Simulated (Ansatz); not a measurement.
Take TiAl (space group P4/mmm, No. 123; a = 2.766 Å, c = 4.002 Å; relaxed with 0.1 eV smearing) as the base.

Level of theory: Ansatz (a program for electronic structure) LDA, without spin-orbit coupling.

Before the change:

* **Pressure**: 0.0 GPa

Now apply this change: the cell is scaled by 1.0050 in all directions; the atoms relax in the strained cell.

Problem. What happens to the energy relative to the base?

Solution. The energy rises by 1.3 meV/atom.

Problem. What happens to the pressure?

Solution. The pressure (mean of the normal stresses, compression positive) goes from zero to -1.8 GPa.

No phonon test of stability was made. All final runs are without spin polarisation.
